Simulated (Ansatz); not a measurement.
Start from NbN in the rock salt structure (space group Fm-3m, No. 225).

```yaml
crystal:
  lattice:
    - [0.00000, 2.21063, 2.21063]
    - [2.21063, 0.00000, 2.21063]
    - [2.21063, 2.21063, 0.00000]
  atoms:
    - { symbol: N, position: [0.00000, 0.00000, 0.00000] }
    - { symbol: Nb, position: [0.50000, 0.50000, 0.50000] }
```

The other end (x = 1) is YN in the rock salt structure (space group Fm-3m, No. 225): 14.76 Å³/atom, gap 0.21 eV.

Computed with Kohn–Sham DFT with the PBE functional, run in Ansatz (an electronic-structure program) with PAW and 420 eV plane waves, spin-orbit coupling left out.

Y replaces a fraction x of Nb; each row is one arrangement (x, atoms in the cell, starting space group or random), fully relaxed.

One change was made to it. Results:

The deviation of the volume from the linear (Vegard-type) interpolation comes out as -1.2 %; the mixing energy is +0.06 eV/atom (to 0.01 eV only: unlike meshes or grids); the mean first-shell distances is Nb–N 2.285 Å (end compound 2.211 Å), Y–N 2.297 Å (end compound 2.453 Å).

Q: Which of these changes matches the shifts?
(A) x(Y) = 0.333, 6 atoms, I4/mmm
(B) x(Y) = 0.75, 8 atoms, I4/mmm
(C) x(Y) = 0.333, 6 atoms, Immm
(D) x(Y) = 0.25, 8 atoms, R-3m

A: A, x(Y) = 0.333, 6 atoms, I4/mmm. For comparison, the mean first-shell distances in the other runs: x(Y) = 0.333, 6 atoms, Immm gives Nb–N 2.264 Å (end compound 2.211 Å), Y–N 2.314 Å (end compound 2.453 Å); x(Y) = 0.75, 8 atoms, I4/mmm gives Nb–N 2.337 Å (end compound 2.211 Å), Y–N 2.394 Å (end compound 2.453 Å); x(Y) = 0.25, 8 atoms, R-3m gives Nb–N 2.223 Å (end compound 2.211 Å), Y–N 2.380 Å (end compound 2.453 Å).

Each cell is one ordered arrangement of few atoms, which overstates ordering effects compared with a random alloy. Whether these cells are dynamically stable was not tested. All final runs are without spin polarisation. A zero or small gap of YN can be the functional's error rather than a property of the material.
